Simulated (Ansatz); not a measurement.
Levels about the gap of amorphous Si$_{24}$O$_{49}$K$_{2}$ (75 atoms in a cell of 1154 Å³, 2.21 g/cm³; zone centre alone, so wide bands show as single levels with stretches between that a denser mesh fills), at the geometry that PBE relaxed, where it gives -1.9 GPa on a denser mesh. The participation number counts the atoms over which a state spreads; weights are charges in smoothed Voronoi cells. The levels come from a single point, so bond lengths are those of that geometry. Method of the levels: PBE, scalar-relativistic without spin-orbit coupling (Ansatz, a first-principles code). Sampling: the zone centre alone; Fermi-Dirac width 0.02 eV; no spin polarisation. At PBE the levels at the filled edge of the gap are localised (band-tail or defect states), and the nearest spread-out levels lie 5.0 eV apart at the zone centre.

Preparation: random packing, a CHGNet melt and quench, and a DFT relaxation. O atoms were pushed apart under 1.9 Å during the dynamics, to hinder bonds among them. The hot cell started wider than the set density and was brought back towards it in steps. It is the lowest in DFT energy of 2 quenches. It is a model cell: composition and starting density were chosen by hand, and all elements were melted together. No dispersion term was used. Its density started from a set value of 2.21 and ended at 2.21 g/cm³. The simulated quench (nominally 480 K/ps over its main leg) is rapid and tends to freeze in more defects than a deposited or slowly cooled glass has. Values belong to this one cell and scatter from quench to quench. The volume was held where the preparation left it and the shape relaxed, at a PBE pressure of -1.9 GPa (tension). Stress components on the final sampling reach 1.9 GPa.

| E - E(highest filled), eV | filling | participation number | largest on | weight O | weight Si | weight K |
|---|---|---|---|---|---|---|
| -2.80 | filled | 8.9 | O, 2 neighbours | 0.95 | 0.05 | 0.00 |
| -2.60 | filled | 6.4 | O, 2 neighbours | 0.96 | 0.04 | 0.00 |
| -1.61 | filled | 1.5 | O, 3 neighbours | 0.91 | 0.06 | 0.03 |
| -1.47 | filled | 2.1 | O, 1 neighbours | 0.89 | 0.11 | 0.00 |
| -1.32 | filled | 1.6 | O, 3 neighbours | 0.94 | 0.05 | 0.01 |
| -0.04 | filled | 1.4 | O, 1 neighbours | 0.92 | 0.08 | 0.00 |
| 0.00 | filled | 1.4 | O, 1 neighbours | 0.93 | 0.07 | 0.00 |
| 2.22 | empty | 64.4 | O, 2 neighbours | 0.67 | 0.29 | 0.04 |
| 3.66 | empty | 37.0 | Si, 4 neighbours | 0.63 | 0.34 | 0.03 |
| 3.71 | empty | 32.4 | Si, 4 neighbours | 0.60 | 0.39 | 0.01 |
| 3.91 | empty | 28.7 | O, 2 neighbours | 0.61 | 0.35 | 0.04 |
| 4.06 | empty | 39.8 | Si, 4 neighbours | 0.62 | 0.32 | 0.06 |
| 4.25 | empty | 55.0 | O, 2 neighbours | 0.68 | 0.29 | 0.03 |
| 4.56 | empty | 45.7 | O, 2 neighbours | 0.70 | 0.26 | 0.04 |

Most localised among these is the filled level at +0.00 eV, on a O atom, which has 1 neighbours (Si 1.54 Å).
